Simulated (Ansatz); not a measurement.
AlRu, pressure series

The parent structure is AlRu in the CsCl type structure (space group Pm-3m, No. 221; a = 2.976 Å).

Cell and atoms are relaxed at each pressure.

All numbers come from PBEsol, PAW, 420 eV (Ansatz, a program for electronic structure; no spin-orbit coupling).

Notes on the quantities. enthalpy: H = E + PV relative to the base's energy.

| variant | volume per atom | enthalpy |
|---|---|---|
| base | 13.18 Å³ | – |
| pressure −2 GPa | 13.31 Å³ | -0.17 eV/atom |
| pressure −1 GPa | 13.24 Å³ | -0.08 eV/atom |
| pressure 0.9 GPa | … | +0.07 eV/atom |
| pressure 2.1 GPa | … | +0.17 eV/atom |
| pressure 4.5 GPa | 12.93 Å³ | +0.37 eV/atom |
| pressure 9 GPa | … | +0.73 eV/atom |
| pressure 15 GPa | 12.42 Å³ | +1.20 eV/atom |
| pressure 22.5 GPa | 12.11 Å³ | +1.77 eV/atom |
| pressure 30 GPa | 11.83 Å³ | +2.33 eV/atom |

### Question
Fill in the withheld entries from the trend.

### Answer

- pressure 0.9 GPa, volume per atom: 13.13 Å³
- pressure 2.1 GPa, volume per atom: 13.06 Å³
- pressure 9 GPa, volume per atom: 12.69 Å³

Load acts through the strain it causes; cell and atoms are relaxed under it. No phonon test of stability was made. No other phases were tried under pressure. All final runs are without spin polarisation.
